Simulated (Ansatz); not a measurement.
Start from MgO in the rock salt structure (space group Fm-3m, No. 225; a = 4.2044 Å).

Computed with r2SCAN (Ansatz, a first-principles code, PAW, spin-orbit coupling left out).

Before the change:

Gap character: direct at Γ
Hole mass: 0.42, 2.1, 2.1 mₑ (at Γ)

One thing is altered: an isotropic linear strain of +2.68 %, atoms relaxed at fixed cell.

Estimate the effect on the mean gap deformation potential ΔEg/Δln V, gap character and hole mass.

The mean gap deformation potential ΔEg/Δln V comes out as -9.7 eV; the gap character stays direct at Γ; the hole mass (degenerate bands, along [100]) becomes 0.40, 2.2, 2.2 mₑ (at Γ) (base: 0.42, 2.1, 2.1 mₑ (at Γ)).

Effective masses come from finite differences of ±0.01 Å⁻¹. Whether these cells are dynamically stable was not tested.
